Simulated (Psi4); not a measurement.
Psi4 1.11, HF/def2-svp: B(OH)2(OtBu) (CC(C)(C)OB(O)O), 19 atoms. The geometry is a generated start, not checked to be a minimum at this level.

```json
{
 "task": "energy",
 "method": "scf",
 "basis": "def2-svp",
 "memory": "3 GB",
 "maxiter": "100",
 "keys_of_the_molecule_block": "symmetry c1",
 "scf_type": "df (default)",
 "e_convergence": "1e-06 (default)",
 "d_convergence": "1e-06 (default)",
 "basis_functions": "167"
}
```

```xyz
19

B     -0.2659     1.8275     0.4016
O      1.0103     1.8878     0.9202
H      1.2748     2.7364     1.2747
O     -1.1031     2.9104     0.4024
H     -0.7522     3.7084     0.7940
O     -0.7782     0.7118    -0.1381
C     -0.1581    -0.5701    -0.2344
C      0.1677    -1.1068     1.1633
C     -1.1888    -1.4746    -0.9175
C      1.1163    -0.4839    -1.0783
H      0.5911    -2.1047     1.0914
H     -0.7381    -1.1463     1.7637
H      0.8821    -0.4492     1.6509
H     -2.1056    -1.4882    -0.3352
H     -0.8035    -2.4862    -1.0042
H     -1.4192    -1.0922    -1.9074
H      1.8307     0.1770    -0.5956
H      0.8820    -0.0862    -2.0630
H      1.5578    -1.4708    -1.1886
```

With the defaults (damping_percentage = 0, soscf = false, soscf_start_convergence = 0.01, guess = auto, which took SAD, scf_initial_accelerator = adiis, level_shift = 0, level_shift_cutoff = 0.01, diis_max_vecs = 10, diis_start = 1) it converges in 8 SCF iterations. One run each on 2 threads, with these changes:
- scf_initial_accelerator = none
- guess = core
- soscf = true, soscf_start_convergence = 0.1
- diis_max_vecs = 3
- diis_start = 4
- damping_percentage = 60
- soscf = true
- damping_percentage = 20
- level_shift = 0.1, level_shift_cutoff = 0.001

Q: Name the settings that don't reach the solution of the defaults.

A: No convergence: damping_percentage = 60 (the run ends without SCF convergence in 100 iterations). The rest reach the solution of the defaults.

| setting | SCF iterations | JK calls | end |
|---|---|---|---|
| soscf = true, soscf_start_convergence = 0.1 | 5 | 16 | same solution |
| soscf = true | 5 | 16 | same solution |
| the defaults | 8 | 9 | same solution |
| scf_initial_accelerator = none | 8 | 9 | same solution |
| level_shift = 0.1, level_shift_cutoff = 0.001 | 8 | 9 | same solution |
| diis_max_vecs = 3 | 9 | 10 | same solution |
| diis_start = 4 | 9 | 10 | same solution |
| guess = core | 13 | 13 | same solution |
| damping_percentage = 20 | 14 | 15 | same solution |
| damping_percentage = 60 | 100 | 101 | no convergence |

An SOSCF iteration holds several JK calls; a Hückel guess adds calls on atoms.
